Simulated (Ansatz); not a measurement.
The starting structures come from a database of crystals and need not be the phases stable at ambient conditions.

Inside the gap of an insulator the Bloch states are evanescent, with a wavenumber k + iκ along the transport direction.

Consider the following.

```yaml
crystal:
  lattice:
    - [5.01350, 0.00000, 0.00000]
    - [0.02293, 8.62555, 0.00000]
    - [0.00000, 0.00000, 4.58697]
  atoms:
    - { symbol: Ba, position: [0.75440, 0.33789, 0.24289] }
    - { symbol: Ba, position: [0.24560, 0.66211, 0.74289] }
    - { symbol: Ga, position: [0.25653, 0.14284, 0.82972] }
    - { symbol: Ga, position: [0.74347, 0.85716, 0.32972] }
    - { symbol: H, position: [0.25582, 0.15635, 0.17510] }
    - { symbol: H, position: [0.74418, 0.84365, 0.67510] }
    - { symbol: H, position: [0.01089, 0.24736, 0.72651] }
    - { symbol: H, position: [0.98911, 0.75264, 0.22651] }
    - { symbol: H, position: [0.52122, 0.22886, 0.72756] }
    - { symbol: H, position: [0.47878, 0.77114, 0.22756] }
    - { symbol: H, position: [0.23957, 0.97438, 0.70730] }
    - { symbol: H, position: [0.76043, 0.02562, 0.20730] }
    - { symbol: H, position: [0.25353, 0.48291, 0.23941] }
    - { symbol: H, position: [0.74647, 0.51709, 0.73941] }
```

Space group of this cell: P2_1. The cell is taken as given.

Transport runs along the normal of the first two printed cell vectors.

The gap is the functional's own. No spin-orbit coupling. Mid-gap values are interpolated on the energy grid.

Task: Give the band gap and the smallest decay constant κ at mid-gap that r2SCAN (Ansatz, a first-principles code) yields.

Result: Gap 3.64 eV on a 6×4×8 mesh; κ = 0.309 1/Å, at (0.500, 0.500) of the in-plane reciprocal vectors. At the zone centre, at the nearest computed energy, the slowest state has κ = 0.40 1/Å.
